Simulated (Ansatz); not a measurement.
Levels about the gap of amorphous Zr20O41Cu2 (63 atoms in a cell of 807 Å³, 5.36 g/cm³; zone centre alone, so wide bands show as single levels with stretches between that a denser mesh fills), at the geometry that PBE relaxed, where it gives 0.4 GPa on a denser mesh. The participation number counts the atoms over which a state spreads; weights are charges in smoothed Voronoi cells. The levels come from a single point, so bond lengths are those of that geometry. Method of the levels: PBE, scalar-relativistic without spin-orbit coupling (Ansatz, a quantum-chemistry and plane-wave program). Sampling: the zone centre alone; Fermi-Dirac width 0.02 eV; no spin polarisation. At PBE the levels at the filled edge of the gap are localised (band-tail or defect states), and the nearest spread-out levels lie 3.7 eV apart at the zone centre.

A CHGNet melt-quench gave the starting glass, which DFT then relaxed. O atoms were pushed apart under 1.9 Å during the dynamics, to hinder bonds among them. The hot cell started wider than the set density and was brought back towards it in steps. It is the lowest in DFT energy of 2 quenches. It is a model cell: composition and starting density were chosen by hand, and all elements were melted together. No dispersion term was used. Its density started from a set value of 5.36 and ended at 5.36 g/cm³. The quench (nominally 300 K/ps over its main leg) was far faster than any real one, so the model tends to hold more defects than a real film. A cell of this size samples the disorder only roughly. The volume was held where the preparation left it and the shape relaxed, at a PBE pressure of 0.4 GPa. Stress components on the final sampling reach 0.8 GPa. Cycles of charging lowered its energy after that relaxation.

| E - E(highest filled), eV | filling | participation number | largest on | weight Cu | weight Zr | weight O |
|---|---|---|---|---|---|---|
| -0.82 | filled | 1.9 | Cu, 4 neighbours | 0.89 | 0.01 | 0.10 |
| -0.70 | filled | 2.6 | Cu, 4 neighbours | 0.86 | 0.02 | 0.12 |
| -0.66 | filled | 2.2 | Cu, 3 neighbours | 0.83 | 0.02 | 0.14 |
| -0.51 | filled | 2.2 | Cu, 4 neighbours | 0.74 | 0.03 | 0.24 |
| -0.35 | filled | 1.9 | Cu, 3 neighbours | 0.74 | 0.03 | 0.23 |
| -0.28 | filled | 2.0 | Cu, 3 neighbours | 0.72 | 0.04 | 0.24 |
| 0.00 | filled | 3.3 | Cu, 3 neighbours | 0.73 | 0.05 | 0.22 |
| 2.31 | empty | 24.7 | Zr, 7 neighbours | 0.06 | 0.60 | 0.34 |
| 2.39 | empty | 27.5 | Zr, 7 neighbours | 0.04 | 0.63 | 0.34 |
| 2.50 | empty | 18.9 | Zr, 7 neighbours | 0.02 | 0.62 | 0.35 |
| 2.62 | empty | 20.9 | Zr, 7 neighbours | 0.05 | 0.63 | 0.32 |
| 2.71 | empty | 26.3 | Zr, 6 neighbours | 0.02 | 0.65 | 0.33 |
| 2.76 | empty | 19.9 | Zr, 7 neighbours | 0.01 | 0.64 | 0.35 |
| 2.83 | empty | 22.1 | Zr, 7 neighbours | 0.01 | 0.68 | 0.32 |

Most localised among these is the filled level at -0.82 eV, on a Cu atom, which has 4 neighbours (O 1.85 Å, O 1.86 Å, Cu 2.46 Å, Zr 2.79 Å).
